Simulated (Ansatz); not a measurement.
TiZnO3, pressure series

Consider TiZnO3 (space group R3c, No. 161; a cell from a computed database, its experimental status unchecked).

```xyz
10
Lattice="2.5355 1.4639 4.5722 -2.5355 1.4639 4.5722 0.0000 -2.9277 4.5722" Properties=species:S:1:pos:R:3 pbc="T T T"
Ti     0.0000     0.0000     6.8615
Ti     0.0000     0.0000     0.0033
Zn     0.0000     0.0000    10.6981
Zn     0.0000     0.0000     3.8399
O      1.6323    -0.1907     7.7284
O     -0.9813    -1.3183     7.7284
O     -0.6510     1.5090     7.7284
O      0.6510    -1.4187     5.4423
O      0.9032     1.2731     5.4423
O     -1.5542     0.1456     5.4423
```

Cell and atoms are relaxed at each pressure.

Computed with PBEsol (Ansatz, an electronic-structure program, PAW, no spin-orbit coupling).

```tsv
pressure (GPa)	volume per atom (Å³/atom)
-2	10.294
-1	10.237
0	10.182
0.3	?
1.5	10.103
3	10.028
5	9.934
7.5	9.822
10	9.717
```

**Question.** Fit the third-order Birch–Murnaghan form P(V) = (3B₀/2)[(V₀/V)^(7/3) − (V₀/V)^(5/3)]·[1 + (3/4)(B₀′ − 4)((V₀/V)^(2/3) − 1)] (squares taken in P) to the rows shown and predict the withheld row.

**Answer.** Least squares on the printed values gives V₀ = 10.182 Å³/atom, B₀ = 189 GPa, B₀′ = 5.2; this predicts 10.166 Å³/atom, and the run gives 10.167 Å³/atom, in agreement.

Load acts through the strain it causes; cell and atoms are relaxed under it. Whether these cells are dynamically stable was not tested. Competing high-pressure phases were not computed. The final runs are not spin-polarised.
